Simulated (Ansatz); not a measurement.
An Ansatz (a first-principles code) run: CoSi2 with a change (biaxial strain +1.45 %, plane normal [111], relaxed out of plane); r2SCAN (Ansatz, PAW, no spin-orbit coupling).

Input:

Ansatz 0.2 input:
```yaml
crystal:
  lattice:
    - [3.8131248879, 0, 0]
    - [1.906562444, 3.3022630208, 0]
    - [1.906562444, -1.1007543403, 3.0466547647]
  atoms:
    - { symbol: Co, position: [0, 0, 0] }
    - { symbol: Si, position: [0.5, 0.25, 0.75] }
    - { symbol: Si, position: [0.5, 0.75, 0.25] }
basis: { ecutwfc: 500, ecutrho_ratio: 4, xc_grid: 4, fft_grid_basis: typed }
kpoints: { mp_grid: { grid: [19, 19, 19] } }
hamiltonian:
  xc: r2scan
  dispersion: none
  pseudopotentials: { kind: paw }
scf: { occupations: { method: fermi_dirac, width: 0.1 } }
relax: { f_tol: 0.005, max_steps: 50, cell: { stress_tol: 0.01, fix: [a, b, gamma] } }
output: { forces: true, stress: true }
checkpoint: { write: state.ck, write_every: 1000 }
```

Output (explanatory and most iteration lines left out):

```
Relaxation: its limit of steps is 50 (relax.max_steps)
Pseudopotential: Co, paw, valence charge 17
Pseudopotential: Si, paw, valence charge 4
Crystal: 3 atoms, lattice volume = 38.363 Å³
Basis set: ecut = 500 eV, 947 PW (Γ), exchange–correlation on 120×120×120 points (64 copies of the dense FFT grid, shifted against one another)
Bands: 17, of which v1, the nominal top of the filled ones, is band 13 counted from 1 (12 counted from 0)
Symmetry: 12 space group operations
Space group: R-3m (ITA 166), of the structure as read, at distance tolerance 3.4e-5 Å
k-points: 670 of 6859
Functional: x = r2scan, c = r2scan; τ floored in thin density (d = 2e-4 eV/Å³)
SCF iter   1: F=—  HF=-6410.811640 eV  |F-HF|=—  |Δ(HF+E_count)|=         —  Δρ=1.72e-2  dr2=8.86e-2  dr2_τ=6.48e-2  ethr=1.77e-3  ⟨swp⟩=5.3  Hψ=60394  notcnv=0
SCF iter   2: F=—  HF=-6410.895770 eV  |F-HF|=—  |Δ(HF+E_count)|=   8.41e-2  Δρ=1.72e-2  dr2=6.81e-2  dr2_τ=4.23e-4  ethr=3.54e-4  ⟨swp⟩=2.3  Hψ=25984  notcnv=0  defer=4
SCF 1 converged in 9 iterations: F = -6410.886965 eV  dr2 = 3.89e-9
relax step   1: F+E_penalty+E_count = -6410.88696460 eV  Δ(F+E_penalty+E_count) = +0.000e0 eV  max|allowed force component| = 2.292e-1 eV/Å  Δτ_max = 0.0000 Å  P = -3.926 GPa  Ω = 38.363 Å³  fix = [a, b, gamma]  reactions: a -6.296, b -6.296 GPa  (9 SCF iters, dr2 threshold 1.00e-7 eV, accepted)
[... steps on the carried basis left out ...]
relax step   5: F+E_penalty+E_count = -6410.89184344 eV  Δ(F+E_penalty+E_count) = +7.537e-7 eV  max|allowed force component| = 2.256e-5 eV/Å  Δτ_max = 0.0001 Å  P = -3.441 GPa  Ω = 38.246 Å³  energy of the carried Pulay correction = +3.532e-5 eV  fix = [a, b, gamma]  reactions: a -5.161, b -5.161 GPa  (4 SCF iters, dr2 threshold 3.78e-9 eV, accepted)
Crystal: 3 atoms, lattice volume = 38.246 Å³
SCF iter   1: F=—  HF=-6410.891808 eV  |F-HF|=—  |Δ(HF+E_count)|=         —  Δρ=8.79e-6  dr2=1.37e-8  dr2_τ=1.31e-8  ethr=8.67e-7  ⟨swp⟩=3.0  Hψ=87924  notcnv=0
SCF iter   2: F=—  HF=-6410.891808 eV  |F-HF|=—  |Δ(HF+E_count)|=   2.55e-7  Δρ=9.52e-6  dr2=2.43e-8  dr2_τ=1.28e-9  ethr=5.49e-11  ⟨swp⟩=3.0  Hψ=23714  notcnv=0
SCF 6 converged in 7 iterations: F = -6410.891808 eV  dr2 = 6.77e-13
SCF converged after 7 iterations
Free energy (F): -6410.891808 eV
Internal energy: -6410.858654 eV  (E = F + TS)
E sigma→0 (E₀):  -6410.875231 eV
Entropy (-TS):   -0.033154 eV (-11.051 meV/atom)
Fermi energy:    12.861682 eV
--- Forces (eV/Å), atoms counted from 1 ---
  atom   1  Co    -0.00000000     0.00000000     0.00000000
  atom   2  Si     0.00000000     0.00000000     0.00000531
  atom   3  Si     0.00000000    -0.00000000    -0.00000531
--- Stress (GPa, compression-positive) ---
       -5.161042       0.000000       0.000000
        0.000000      -5.161042      -0.000000
        0.000000      -0.000000      -0.000817
  P = ⅓ Tr σ = -3.4410 GPa (-34.410 kbar)
--- Relaxed structure (5 steps of the walk, 5 accepted, 1 SCFs on fresh bases) ---
  cell:  # Å, volume = 38.2460 Å³
    - [3.8131248879438266, -2.886753392682057e-11, -4.171928243673563e-11]
    - [1.9065624439969133, 3.302263020747611, -2.794687591900935e-12]
    - [1.9065624439968114, -1.1007543402850646, 3.0373395714764]
  atoms:
    - { symbol: Co, position: [-3.6161531205352803e-31, 6.370304461646733e-31, -4.367423138246357e-42] }
    - { symbol: Si, position: [0.4950794320907005, 0.25246028395464987, 0.7573808518639497] }
    - { symbol: Si, position: [0.5049205679092996, 0.74753971604535, 0.24261914813605032] }
```

No phonon test of stability was made. All final runs are without spin polarisation. The cell was made from CoSi$_{2}$ (space group Fm-3m, No. 225; non-magnetic) by this change: biaxial strain +1.45 %, plane normal [111], relaxed out of plane.
